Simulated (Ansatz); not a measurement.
Base system: V in the bcc (W type) structure (space group Im-3m, No. 229).

```yaml
crystal:
  lattice:
    - [-1.47934, 1.47934, 1.47934]
    - [1.47934, -1.47934, 1.47934]
    - [1.47934, 1.47934, -1.47934]
  atoms:
    - { symbol: V, position: [0.00000, 0.00000, 0.00000] }
```

Calculations: PBEsol (Ansatz, a first-principles code, PAW, no spin-orbit coupling).

Base values:

* **Volume per atom**: 12.95 Å³

It is then changed as follows: full substitution V → Be, then cell and atoms are relaxed.

Tabulated Pauling electronegativity and covalent radius: V 1.63, 1.53 Å; Be 1.57, 0.96 Å.

**Question.** Predict the new volume per atom.

**Answer.** The volume per atom falls by 5.21 Å³ (12.95 Å³ → 7.74 Å³).

Stability against distortions was not tested. For Be in this form, whether it has been made was not checked. Starting moments died away, wholly or in part, for the base; another magnetic solution may exist. The final runs are not spin-polarised. This is not the structure that Be has at room temperature and ambient pressure.
